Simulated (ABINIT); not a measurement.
Input and output of a self-consistent single point for Rh (Fm-3m, 1 atom in the cell) (ABINIT).

Computed with PBEsol, PAW (JTH v2.0 PBE PAW, files made for PBE) (plane waves; ABINIT 10.0.3).

```yaml
crystal:
  lattice:
    - [0.00000, 1.90000, 1.90000]
    - [1.90000, 0.00000, 1.90000]
    - [1.90000, 1.90000, 0.00000]
  atoms:
    - { symbol: Rh, position: [0.00000, 0.00000, 0.00000] }
```

Reference input (self-consistent single point, DFT, PBE, plane waves, PAW (JTH v2.0 PBE PAW)): pseudos = [Rh.GGA_PBE-JTH.xml]; ecut = 21 Ha; pawecutdg = 42 Ha; pawxcdev = 0; ixc = 11; occopt = 7; tsmear = 0.2 eV; ngkpt = 15 15 15; nshiftk = 1; shiftk = 0 0 0; potentials = JTH v2.0 PBE PAW; nband = 14. This run's input differs from it in these lines:

```diff
@@ -18,3 +18,3 @@
 pawxcdev 0
-ixc 11
+ixc -116133
 occopt 7
```

Log, with long lists cut:

```
--- !BeginCycle
solver: {iscf: 17, nstep: 50, nline: 4, wfoptalg: 10, }
tolerances: {tolvrs: 1.00E-10, }
...

     iter   Etot(hartree)      deltaE(h)  residm     nres2
 ETOT  1  -108.24083935866    -1.082E+02 4.817E+01 7.285E+00
 ETOT  2  -111.48739088384    -3.247E+00 3.852E-01 2.289E+01
 ETOT  3  -111.42472579173     6.267E-02 1.960E-01 5.147E+00
 ETOT  4  -111.40602144163     1.870E-02 4.492E-02 1.965E-01
 ETOT  5  -111.40580916944     2.123E-04 1.351E-02 3.793E-02
   [... 12 lines left out ...]
 ETOT 18  -111.40573865203    -1.097E-10 4.739E-05 2.921E-08
 ETOT 19  -111.40573865192     1.023E-10 3.415E-05 2.233E-09
 ETOT 20  -111.40573865193    -5.926E-12 2.697E-05 4.016E-10
 ETOT 21  -111.40573865193     1.691E-12 1.959E-05 1.012E-11
 At SCF step   21       nres2   =  1.01E-11 < tolvrs=  1.00E-10 =>converged.

 Cartesian components of stress tensor (hartree/bohr^3)
  sigma(1 1)=  1.35803324E-04  sigma(3 2)=  0.00000000E+00
  sigma(2 2)=  1.35803324E-04  sigma(3 1)=  0.00000000E+00
  sigma(3 3)=  1.35803324E-04  sigma(2 1)=  0.00000000E+00

 ----iterations are completed or convergence reached----

 reduced coordinates (array xred) for    1 atoms
       0.000000000000      0.000000000000      0.000000000000
 cartesian forces (eV/Angstrom) at end:
    1     -0.00000000000000    -0.00000000000000    -0.00000000000000
 frms,max,avg= 0.0000000E+00 0.0000000E+00   0.000E+00  0.000E+00  0.000E+00 e/A
 length scales=  1.889726132886  1.889726132886  1.889726132886 bohr
              =  1.000000000000  1.000000000000  1.000000000000 angstroms
   [... lines left out ...]
 Fermi (or HOMO) energy (hartree) =   0.59916   Average Vxc (hartree)=  -0.49568
 Fermi (or HOMO) energy (eV) =  16.30389   Average Vxc (eV)= -13.48826
   [... lines left out ...]
'-kT*entropy'       : -9.29859137028072E-04
total_energy        : -1.11405738202606E+02
total_energy_eV     : -3.03150430643777E+03
...

-Cartesian components of stress tensor (GPa)         [Pressure= -3.9955E+00 GPa]
- sigma(1 1)=  3.99547106E+00  sigma(3 2)=  0.00000000E+00
- sigma(2 2)=  3.99547106E+00  sigma(3 1)=  0.00000000E+00
- sigma(3 3)=  3.99547106E+00  sigma(2 1)=  0.00000000E+00

 Calculation completed.
```

The run converged in 21 iterations. Against the reference run the pressure goes from 6.54 to -4.00 GPa.

The starting cell has typed, rounded lattice constants, without a prior relaxation at this level. Spin polarisation is off. The potentials were made for another functional than the one used. With a pressure of about -4 GPa the cell is away from its equilibrium volume at this level.

Cost on one core of a shared machine: roughly 2 min.
